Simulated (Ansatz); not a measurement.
## MoSe2 under a change: Se → Te

Start from MoSe2 in the 2H-MoS2 type structure (space group P6_3/mmc, No. 194; a = 3.228 Å, c = 12.346 Å; layered, stacked along the Cartesian z axis).

One thing is altered: full substitution Se → Te, then cell and atoms are relaxed.

The values are results of PBEsol-D3(BJ) in Ansatz (plane waves to 420 eV, PAW, without spin-orbit coupling), earlier PAW set, not measurements. Settings: 11×11×3 k-points, 0.05 eV Fermi–Dirac smearing, for the changed cell.

```json
[
 {"quantity": "volume per atom", "base": "18.56 Å³", "changed": "22.69 Å³", "shift": "+4.13 Å³"},
 {"quantity": "density", "base": "7.57 g/cm³", "changed": "8.57 g/cm³", "shift": "+1.00 g/cm³"},
 {"quantity": "lattice parameter a", "base": "3.228 Å", "changed": "3.434 Å", "shift": "+0.206 Å"},
 {"quantity": "c/a ratio", "base": "3.825", "changed": "3.882", "shift": "+0.057"},
 {"quantity": "space group", "base": "P6_3/mmc (No. 194)", "changed": "P6_3/mmc (No. 194)", "shift": "–"},
 {"quantity": "shortest interatomic distance", "base": "2.503 Å", "changed": "2.688 Å", "shift": "+0.1857 Å"},
 {"quantity": "band gap", "base": "0.54 eV", "changed": "0.33 eV", "shift": "-0.21 eV"},
 {"quantity": "gap character", "base": "indirect, Γ → K–Γ (47 % along)", "changed": "indirect, K–Γ (81 % along) → K–Γ (44 % along)", "shift": "–"},
 {"quantity": "smallest direct gap", "base": "1.54 eV", "changed": "0.79 eV", "shift": "-0.75 eV"},
 {"quantity": "width of the top valence band", "base": "1.53 eV", "changed": "1.19 eV", "shift": "-0.34 eV"}
]
```

Final structure:

```xyz
6
Lattice="3.4341 0.0000 0.0000 -1.7171 2.9740 0.0000 0.0000 0.0000 13.3301" Properties=species:S:1:pos:R:3 pbc="T T T"
Mo     0.0000     1.9827     3.3325
Mo     1.7171     0.9913     9.9976
Te     0.0000     1.9827     8.1820
Te     1.7171     0.9913     1.5170
Te     1.7171     0.9913     5.1481
Te     0.0000     1.9827    11.8131
```

Cost of the whole job for the changed cell (relaxation, final SCF and bands): about 2.8 core-minutes (a rough figure).

Spin-orbit coupling, missing from the scalar runs, can matter with Te. Gaps are read on the SCF mesh and a high-symmetry path. Stability against distortions was not tested.

Ansatz is an electronic-structure program.
